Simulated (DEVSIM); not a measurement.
Structure: abrupt GaAs n-p junction, at 250 K.

```csv
layer (left to right),material,thickness (μm),Nd (cm⁻³),Na (cm⁻³),τn (s),τp (s)
1,GaAs,0.290,1.2e17,-,2e-9,2e-9
2,GaAs,190,-,3e15,2e-9,2e-9
```

Left contact: ohmic. Right contact: ohmic. Voltage is applied to the left contact. Recombination: SRH at mid-gap, Auger. Mobility is constant in doping.

Constants are typed, rounded textbook-type inputs, not results; the design itself was drawn at random and stands for no fabricated device. Values at 300 K; Nc and Nv go as T^1.5, mobilities as T to minus their exponent, the gap by Varshni's rule with the affinity fixed.

| parameter | GaAs |
|---|---|
| gap (eV) | 1.424 |
| affinity (eV) | 4.07 |
| permittivity | 12.9 |
| Nc (cm⁻³) | 4.7e17 |
| Nv (cm⁻³) | 9e18 |
| μn (cm²/Vs) | 8500 |
| μp (cm²/Vs) | 400 |
| T exponent of μn | 2.1 |
| T exponent of μp | 2.2 |
| Cn (cm⁶/s) | 1e-30 |
| Cp (cm⁶/s) | 1e-30 |
| Varshni α (eV/K) | 0.000541 |
| Varshni β (K) | 204 |

Simulated with DEVSIM: 1D drift-diffusion, Boltzmann statistics, complete ionisation; no tunnelling, impact ionisation, image-force lowering or self-heating.

The temperature was swept, all else fixed.

```
temperature (K)  dark forward voltage at 1 A/cm² (V)  potential step across the device at zero bias (V)
---------------  -----------------------------------  -------------------------------------------------
250                                            1.128                                              1.256
300                                            1.047                                              1.182
350                                            0.973                                              1.104
400                                                ?                                              1.025
450                                            0.838                                              0.943
500                                            0.780                                              0.859
```

### Question
Some entries are withheld; supply them.

### Answer

- 400, dark forward voltage at 1 A/cm² (V): 0.902
